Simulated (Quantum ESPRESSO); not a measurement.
Worked example: self-consistent single point of LuGa5Co (P4/mmm, 7 atoms in the cell) in Quantum ESPRESSO.

Level of theory: LDA (PZ), PseudoDojo standard norm-conserving (PBE) pseudopotentials (plane waves; Quantum ESPRESSO).

```yaml
crystal:
  lattice:
    - [4.20530, 0.00000, 0.00000]
    - [0.00000, 4.20530, 0.00000]
    - [0.00000, 0.00000, 6.75100]
  atoms:
    - { symbol: Lu, position: [0.00000, 0.00000, 0.00000] }
    - { symbol: Ga, position: [0.00000, 0.50000, 0.30773] }
    - { symbol: Ga, position: [0.00000, 0.50000, 0.69227] }
    - { symbol: Ga, position: [0.50000, 0.00000, 0.30773] }
    - { symbol: Ga, position: [0.50000, 0.00000, 0.69227] }
    - { symbol: Ga, position: [0.50000, 0.50000, 0.00000] }
    - { symbol: Co, position: [0.00000, 0.00000, 0.50000] }
```

Reference input (self-consistent single point, DFT, PBEsol, plane waves, PseudoDojo standard norm-conserving (PBESOL) pseudopotentials): ecutwfc = 100 Ry; occupations = smearing; smearing = fermi-dirac; degauss = 0.0073499 Ry; potentials = {Lu: Lu.upf, Ga: Ga.upf, Co: Co.upf}; K_POINTS = automatic 5 5 3 0 0 0; conv_thr = 1e-09 Ry; mixing_beta = 0.4. This run's input differs from it in these lines:

```diff
@@ -16,2 +16,3 @@
     degauss = 0.0073499
+    input_dft = 'pz'
 /
```

Its files differ too (potentials: PseudoDojo standard norm-conserving (PBE)).

Output (repeated stretches shortened):

```
     Self-consistent Calculation

     iteration #  1     ecut=   100.00 Ry     beta= 0.40

     total energy              =   -1558.23049586 Ry
     estimated scf accuracy    <       1.99495966 Ry

     iteration #  2     ecut=   100.00 Ry     beta= 0.40

     total energy              =   -1556.81387672 Ry
     estimated scf accuracy    <      41.69101719 Ry

     iteration #  3     ecut=   100.00 Ry     beta= 0.40

     total energy              =   -1559.13717723 Ry
     estimated scf accuracy    <       0.34728129 Ry

   [... 8 blocks of this kind left out ...]

     iteration # 12     ecut=   100.00 Ry     beta= 0.40

     total energy              =   -1559.14807561 Ry
     estimated scf accuracy    <          4.1E-09 Ry

     iteration # 13     ecut=   100.00 Ry     beta= 0.40
     End of self-consistent calculation

   [... 6 lines left out ...]

   [... 6 lines left out ...]

     the Fermi energy is    13.7990 ev

!    total energy              =   -1559.14807561 Ry
     estimated scf accuracy    <          1.6E-10 Ry
     smearing contrib. (-TS)   =      -0.00746505 Ry
     internal energy E=F+TS    =   -1559.14061056 Ry

     convergence has been achieved in  13 iterations

     Forces acting on atoms (cartesian axes, Ry/au):

     atom    1 type  1   force =     0.00000000    0.00000000    0.00000000
     atom    2 type  2   force =     0.00000000    0.00000000    0.00306519
     atom    3 type  2   force =     0.00000000    0.00000000   -0.00306519
     atom    4 type  2   force =     0.00000000    0.00000000    0.00306519
     atom    5 type  2   force =     0.00000000    0.00000000   -0.00306519
   [... lines left out ...]

     Total force =     0.006130     Total SCF correction =     0.000005

          total   stress  (Ry/bohr**3)                   (kbar)     P=      -92.13
  -0.00061399   0.00000000   0.00000000          -90.32        0.00        0.00
   0.00000000  -0.00061399   0.00000000            0.00      -90.32        0.00
   0.00000000   0.00000000  -0.00065087            0.00        0.00      -95.75

   JOB DONE.
```

The run converged in 13 iterations. Against the reference run the pressure goes from -5.05 to -9.21 GPa and the largest force goes from 0.017 to 0.079 eV/Å.

The starting cell comes from a database of computed structures (which also holds hypothetical and non-ambient phases and stackings), without a prior relaxation at this level. Spin polarisation is off. With a pressure of about -9 GPa the cell is away from its equilibrium volume at this level.

Cost on one core of a shared machine: roughly 2 min.
